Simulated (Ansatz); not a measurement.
System: Ca₃P₂ (model structure, started from the A-La2O3 type, P-3m1, No. 164, 5 atoms in the cell). Method: PBEsol (Ansatz, a first-principles code, plane waves, PAW).

Run with plane-wave cutoff 520 eV, 12×12×6 k mesh (along the axes of the cell as run), Fermi–Dirac smearing 0.01 eV, scalar-relativistic PAW data made under PBE.

The cell is the one relaxed with PBEsol. Conventional cell: a = 4.7037 Å, b = 4.7037 Å, c = 6.5802 Å, α = 90.00°, β = 90.00°, γ = 120.00°.

```
CELL_PARAMETERS angstrom
      4.70369     0.00000     0.00000
     -2.35185     4.07352     0.00000
      0.00000     0.00000     6.58015
ATOMIC_POSITIONS crystal
  P  0.33333 0.66667 0.22249
  P  0.66667 0.33333 0.77751
  Ca 0.00000 0.00000 0.00000
  Ca 0.33333 0.66667 0.67123
  Ca 0.66667 0.33333 0.32877
```

Problem. List the 20 lowest band energies at Γ above −25 eV (eV, relative to the valence band maximum), grouping those that round alike.

Solution. At Γ: -21.70, -21.61 (×2), -21.36, -21.32 (×2), -21.24 (×2), -21.23, -9.44, -8.50, -2.78, -1.69 (×2), -1.08 (×2), 0.00, 1.64 (×2), 1.73.

Note: the relaxation could raise the start's symmetry but not lower it, so the cell can be a saddle point.

A model structure was made by putting elements into a prototype or built by hand; it is no filed structure, need not be a known phase, and can be a saddle point held by its symmetry.
